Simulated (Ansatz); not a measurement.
**Sn: stress against strain**

Sn (diamond, Fd-3m, 35.392 Å³/atom at rest) under an equal strain ε in the (111) plane with the normal axis free, as in a coherent film. r2SCAN in Ansatz, a plane-wave DFT program (PAW, default set), 500 eV, 12×12×12 Γ-centred mesh, Fermi-Dirac smearing 0.05 eV; ions are relaxed within the symmetry of each cell. Stress is positive for a compressed cell.

Here s stands for strain and y for stress xx.

```
strain (%)  stress xx (GPa)
----------  ---------------
-1.25                  1.26
-0.83                  0.82
-0.42                  0.41
0.00                   0.00
0.42                  -0.38
0.83                  -0.73
1.25                  -1.09
2.50                      ?
```

Fit y against s with a straight line, and predict the withheld value at s = 2.50.

Means: s 0, y 0.041. About the means, the sum of products is -4.5558 and the sum of squares of s is 4.8556; the slope is their ratio. Least squares gives y = 0.041 - 0.9383·s. Residuals (row less fit): 0.046, 0.000, -0.025, -0.041, -0.027, 0.008, 0.042; standard error 0.037 (degrees of freedom: 5). The slope gives the biaxial elastic modulus of this plane = 94 ± 1.7 GPa. At the withheld row, y = 0.041 - 0.9383 × 2.50 = -2.305 GPa. The calculation gives -2.11 GPa, 0.195 GPa above the prediction (5.8 % of the range of y in the table). The row lies outside the fitted rows, so this is an extrapolation. From the scatter of the fitted rows alone, a prediction at this place has a standard error of 0.058 GPa, so the miss is 3.4 times that.

One order more, fitted to all 13 runs of the series, follows each within 0.01, so the miss is the next term of a smooth law. This level leaves no gap over 0.05 eV at strain -1.25, -0.83, -0.42, 0.00, 0.42, 0.83, 1.25, 2.50, where the mesh may be coarse. Sn is here grey tin, stable below 13 °C. Rows are the converged runs of the series near zero and its far end; series whose fitted rows scatter by over a few per cent of the range, as at a crossing or softening among them, aren't shown in this form. Most that stay on the fit to the last digits aren't either.
